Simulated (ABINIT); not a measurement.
Troubleshooting ABINIT: a failed run on GaAs (F-43m, 2 atoms in the cell). The aim is a self-consistent single point with DFT, PBE, plane waves, norm-conserving pseudopotentials (PseudoDojo nc-sr-05 PBE standard).

Cell that was meant: a = 4.0660 Å, b = 4.0660 Å, c = 4.0660 Å, α = 60.00°, β = 60.00°, γ = 60.00°.

Part of the input:

```
# GaAs, PseudoDojo nc-sr-05 PBE standard
pp_dirpath "./"
pseudos "As.upf, Ga.upf"
acell 4.0659912710 4.0659912710 4.0659912710 Angstrom
rprim
        -0.0000000000    0.7071067812    0.7071067812
```

Log, with long lists cut:

```
...

--- !ERROR
src_file: m_chkinp.F90
src_line: 3967
mpi_rank: 0
message: |
    For pseudopotential 2  znucl from user input file=   3.3000E+01
    while znucl from pseudopotential file=  3.1000E+01
    Action: check znucl in input file, or check psp file. They must agree.
...

--- !ERROR
src_file: m_chkinp.F90
src_line: 4226
mpi_rank: 0
message: |
    Checking consistency of input data against itself gave 2 inconsistencies.
    The details of the problems can be found above (or in output or log file), in an earlier WARNING.
    In parallel, the details might not even be printed there. Then, try running in sequential to see the details.
...

 abinit_abort: decision taken to exit. Check above messages for more info
Abort(13) on node 0 (rank 0 in comm 0): application called MPI_Abort(MPI_COMM_WORLD, 13) - process 0

--- !ERROR
src_file: m_chkinp.F90
src_line: 3967
mpi_rank: 0
message: |
    For pseudopotential 1  znucl from user input file=   3.1000E+01
    while znucl from pseudopotential file=  3.3000E+01
    Action: check znucl in input file, or check psp file. They must agree.
...

--- !ERROR
src_file: m_chkinp.F90
src_line: 3967
mpi_rank: 0
message: |
    For pseudopotential 2  znucl from user input file=   3.3000E+01
    while znucl from pseudopotential file=  3.1000E+01
    Action: check znucl in input file, or check psp file. They must agree.
...

--- !ERROR
src_file: m_chkinp.F90
src_line: 4226
mpi_rank: 0
message: |
    Checking consistency of input data against itself gave 2 inconsistencies.
    The details of the problems can be found above (or in output or log file), in an earlier WARNING.
    In parallel, the details might not even be printed there. Then, try running in sequential to see the details.
...
```

### Question
From the messages shown, name the fault and mend the input.

### Answer
The fault is potential files assigned to the wrong elements; here the program stops on it instead of giving results. To fix it, match the files to the elements. The program stopped before any SCF iteration.

An input that runs soundly differs in these lines (not the only fix; some lines may just follow from the change or write a value another way):
```diff
-pseudos "As.upf, Ga.upf"
+pseudos "Ga.upf, As.upf"
```

With that input, the run converged in 13 iterations: free energy E − TS -4967.80 eV; Fermi level (on the code's own zero) 3.72 eV; pressure 0.13 GPa (DFT, PBE, plane waves, norm-conserving pseudopotentials (PseudoDojo nc-sr-05 PBE standard)).

On the sound input: the starting cell comes from a database of computed structures (which also holds hypothetical and non-ambient phases and stackings), without a prior relaxation at this level. The run gives no clean gap (levels at the Fermi energy touch, overlap or are partly filled at this smearing), which alone does not show that the compound is a metal.
